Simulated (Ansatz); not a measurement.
Amorphous hafnium silicate (Si24O50Hf), 75 atoms at 2.44 g/cm³, one PBE-relaxed geometry, zone centre. Methods: PBE, scalar-relativistic without spin-orbit coupling (Ansatz, a quantum-chemistry and plane-wave program); r2SCAN, scalar-relativistic without spin-orbit coupling (Ansatz); HSE06, scalar-relativistic without spin-orbit coupling (Ansatz). Plane waves to 420 eV (r2SCAN 500 eV); exact exchange is cut at the cell's faces. At PBE the levels at the filled edge of the gap are localised (band-tail or defect states). All rungs ran without spin polarisation.

It comes from a melt-quench run on a machine-learned potential (CHGNet), relaxed afterwards by DFT. O atoms were pushed apart under 1.9 Å during the dynamics, to hinder bonds among them. The hot cell started wider than the set density and was brought back towards it in steps. It is the lowest in DFT energy of 2 quenches. It is a model cell: composition and starting density were chosen by hand, and all elements were melted together. No dispersion term was used. Its density started from a set value of 2.44 and ended at 2.44 g/cm³. Cooling (nominally 320 K/ps over its main leg) ran many orders faster than in experiment, which tends to leave more defects and strain. One small periodic cell is one sample of the glass; other quenches scatter about these values. The volume was held where the preparation left it and the shape relaxed, at a PBE pressure of 0.7 GPa. Stress components on the final sampling reach 0.7 GPa.

The relaxation ran on the zone centre alone. At PBE the level gap is 5.17 eV on a 2×2×2 Γ-centred mesh, and the spacing at the zone centre alone 5.19 eV.

**Question.** What zone-centre spacing does r2SCAN give, roughly?

**Answer.** 5.85 eV (+0.66 eV against PBE).

**Question.** What zone-centre spacing does HSE06 give, roughly?

**Answer.** 6.98 eV (+1.79 eV against PBE).

The highest filled and the lowest empty state spread over these numbers of atoms (participation numbers): PBE: 7.4 and 49.5; r2SCAN: 7.5 and 41.2; HSE06: 7.9 and 47.2.
